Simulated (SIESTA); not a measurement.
A self-consistent single point of TiPt3 (Pm-3m, 4 atoms in the cell) with SIESTA.

Computed with SIESTA 5.4.2 with GGA PBE, numerical atomic orbitals DZP, PseudoDojo PBE standard norm-conserving potentials (rewritten from UPF to PSML).

The change in words: lattice scaled by 0.98. Reference geometry:
```
TiPt3
1.0
    3.87390     0.00000     0.00000
    0.00000     3.87390     0.00000
    0.00000     0.00000     3.87390
Ti Pt
1 3
Cartesian
  0.00000   0.00000   0.00000
  1.93695   1.93695   0.00000
  0.00000   1.93695   1.93695
  1.93695   0.00000   1.93695
```

Reference input (self-consistent single point, DFT, GGA PBE, numerical atomic orbitals DZP, PseudoDojo PBE standard norm-conserving potentials (rewritten from UPF to PSML)): XC.functional = GGA; XC.authors = PBE; potentials = PseudoDojo PBE standard; PAO.BasisSize = DZP; PAO.EnergyShift = 0.01 Ry; MeshCutoff = 400 Ry; kgrid.MonkhorstPack = 7 7 7; OccupationFunction = MP; OccupationMPOrder = 0; ElectronicTemperature = 0.272 eV; MaxSCFIterations = 150; SCF.Mixer.Method = Pulay. This run's input differs from it in these lines:

```diff
@@ -12,5 +12,5 @@
 %block LatticeVectors
-     3.873904000    0.000000000    0.000000000
-     0.000000000    3.873904000    0.000000000
-     0.000000000    0.000000000    3.873904000
+     3.796426000    0.000000000    0.000000000
+     0.000000000    3.796426000    0.000000000
+     0.000000000    0.000000000    3.796426000
 %endblock LatticeVectors
```

Output (repeated stretches shortened):

```
        iscf     Eharris(eV)        E_KS(eV)     FreeEng(eV)     dDmax    Ef(eV) dHmax(eV)
   scf:    1   -12043.332058   -12206.861742   -12206.976311  1.417957 -0.584082 31.032972
   scf:    2   -12194.961308   -12260.695531   -12260.709846  1.537110 -1.057350 23.712202
   scf:    3   -12276.218027   -12269.387065   -12269.402859  0.167156 -1.043900 14.508927
   scf:    4   -11245.758396   -11947.585589   -11947.800183  1.054364 -3.481852 93.611297
   scf:    5   -12321.006207   -12274.202105   -12274.293053  0.755676 -1.945460  3.329885
   [... 6 lines left out ...]
   scf:   12   -12274.833613   -12274.834181   -12274.894970  0.009151 -1.981894  0.127706
   scf:   13   -12274.832185   -12274.833657   -12274.895554  0.002940 -1.987517  0.036881
   scf:   14   -12274.834243   -12274.833977   -12274.895607  0.000718 -1.986171  0.002164
   scf:   15   -12274.833949   -12274.833963   -12274.895607  0.000039 -1.986243  0.000112
SCF Convergence by DM+H criterion
max |DM_out - DM_in|         :     0.0000388712
max |H_out - H_in|      (eV) :     0.0001120192
SCF cycle converged after 15 iterations

Using DM_out to compute the final energy and forces

siesta: E_KS(eV) =           -12274.8340

siesta: E_KS - E_eggbox =    -12274.8340

siesta: Atomic forces (eV/Ang):
     1    0.000000   -0.000000   -0.000000
     2   -0.000000    0.000000    0.000000
     3    0.000000   -0.000000   -0.000000
     4   -0.000000    0.000000   -0.000000
   Tot    0.000000    0.000000    0.000000
   Max    0.000000
   Res    0.000000    sqrt( Sum f_i^2 / 3N )
   Max    0.000000    constrained

Stress tensor Voigt[x,y,z,yz,xz,xy] (kbar):     -331.57     -331.57     -331.57       -0.00       -0.00        0.00
(Free)E + p*V (eV/cell)   -12263.5717
   [... lines left out ...]
siesta: FreeEng =    -12274.895607
siesta: Cell volume =         54.717320 Ang**3
siesta:         331.57444489        331.57444490  kBar
   [... lines left out ...]
              0.338   1.637   1.637   1.730   1.744   1.759  -0.003  -0.003

              0.002  -0.024   0.007

mulliken: Qtot =       66.000

Mulliken Atomic Populations:
Atom #   charge [q] valence [e]  Species
     1    -0.054603   12.054603  Ti
     2     0.018201   17.981799  Pt
     3     0.018201   17.981799  Pt
     4     0.018201   17.981799  Pt
 Total     0.000000
```

The run converged in 15 iterations. Against the reference run the free energy rises by 118 meV/atom and the pressure goes from 11.67 to 33.16 GPa.

The starting cell comes from a database of computed structures (which also holds hypothetical and non-ambient phases and stackings), without a prior relaxation at this level. Its lattice was rescaled by a random factor within 2.5 % of one. For this run, on top of that: lattice scaled by 0.98. Spin polarisation is off. Values carry the incompleteness of an atom-centred basis. With a pressure of about 33 GPa the cell is away from its equilibrium volume at this level.

Cost on one core of a shared machine: roughly 80 s.
